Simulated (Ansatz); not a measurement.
Worked example: relaxation of the atoms of InP (R3m, 2 atoms in the cell) in Ansatz (a quantum-chemistry and plane-wave program).

Computed with LDA (PW92), default PAW files made with PBE (plane waves; Ansatz).

The change in words: one atom moved by 0.15 angstrom; relax: default → atoms; relax.f_tol: default → 0.001 eV/Å. Reference geometry:
```yaml
crystal:
  lattice:
    - [0.00000, 2.92619, 2.92619]
    - [2.92619, 0.00000, 2.92619]
    - [2.92619, 2.92619, 0.00000]
  atoms:
    - { symbol: In, position: [0.00000, 0.00000, 0.00000] }
    - { symbol: P, position: [0.25000, 0.25000, 0.25000] }
```

Reference input (self-consistent single point, DFT, LDA (PW92), plane waves, default PAW files made with PBE): basis.ecutwfc = 30.9 Ry; kpoints.mp_grid.grid = 7 7 7; hamiltonian.xc = lda; hamiltonian.pseudopotentials = {kind: paw} (the program's default PAW files); scf.occupations.method = fermi_dirac; scf.occupations.width = 0.0015 Ry. This run's input differs from it in these lines:

```diff
@@ -6,3 +6,3 @@
   atoms:
-    - { symbol: In, position_ang: [0.00000000, 0.00000000, 0.00000000] }
+    - { symbol: In, position_ang: [0.08660367, 0.08660367, 0.08660367] }
     - { symbol: P, position_ang: [1.46309750, 1.46309750, 1.46309750] }
@@ -17,2 +17,4 @@
   occupations: { method: fermi_dirac, width: 0.0015 Ry }
+relax:
+  f_tol: 0.001
 output:
```

The program printed (abridged):

```
   [... SCF lines of the steps left out ...]
relax step   1: F+E_penalty+E_count = -6183.43779369 eV  Δ(F+E_penalty+E_count) = +0.000e0 eV  max|allowed force component| = 8.993e-1 eV/Å  Δτ_max = 0.0000 Å  (6 SCF iters, dr2 threshold 1.00e-7 eV, accepted)
relax step   2: F+E_penalty+E_count = -6183.54265742 eV  Δ(F+E_penalty+E_count) = -1.049e-1 eV  max|allowed force component| = 1.196e-1 eV/Å  Δτ_max = 0.0626 Å  (5 SCF iters, dr2 threshold 5.05e-5 eV, accepted)
relax step   3: F+E_penalty+E_count = -6183.54519065 eV  Δ(F+E_penalty+E_count) = -2.533e-3 eV  max|allowed force component| = 6.600e-4 eV/Å  Δτ_max = 0.0123 Å  (4 SCF iters, dr2 threshold 8.94e-7 eV, accepted)
relax step   4: F+E_penalty+E_count = -6183.54519066 eV  Δ(F+E_penalty+E_count) = -1.032e-8 eV  max|allowed force component| = 6.919e-4 eV/Å  Δτ_max = 0.0000 Å  (4 SCF iters, accepted)
the relaxation is at rest under the 6 symmetry operations that the run kept from its start: a minimum is not shown …
Stability not checked: this state was not tested for a lower state beside it, because too few of the mixer's solves of this state at the end of the SCF gave a …
Free energy (F): -6183.545191 eV
Internal energy: -6183.545191 eV  (E = F + TS)
E sigma→0 (E₀):  -6183.545191 eV
Entropy (-TS):   -0.000000 eV (-0.000 meV/atom)
Fermi energy:    7.064611 eV
--- Forces (eV/Å), atoms counted from 1 ---
  atom   1  In    -0.00069154    -0.00069154    -0.00069154
   [... lines left out ...]
--- Relaxed structure (4 steps of the walk, 4 accepted, 0 SCFs on fresh bases) ---
  F+E_penalty+E_count = -6183.54519066 eV   max|allowed force component| = 6.919e-4 eV/Å
  atoms:
    - { symbol: In, position: [0.007406385864599522, 0.007406385864599518, 0.007406385864599518] }
    - { symbol: P, position: [0.2573916146104201, 0.2573916146104201, 0.2573916146104201] }
```

The run converged. 

Summary of the result:
| Item | Value |
|---|---|
| Free energy E − TS (on the zero of these files) | -6183.5452 eV |
| Gap on the k-point mesh | 0.50 eV |
| Pressure | -0.92 GPa |
| Largest force (vector length) | 0.001 eV/Å |
| Relaxation steps | 4 |

The starting cell has typed, rounded lattice constants, without a prior relaxation at this level. Its lattice was rescaled by up to half a per cent. For this run, on top of that: one atom moved by 0.15 angstrom. The relaxation keeps the symmetry of its start, so its end need not be a minimum. Ansatz's pressure includes its estimate of the finite-basis (Pulay) stress.

Keys are those of Ansatz 0.2.
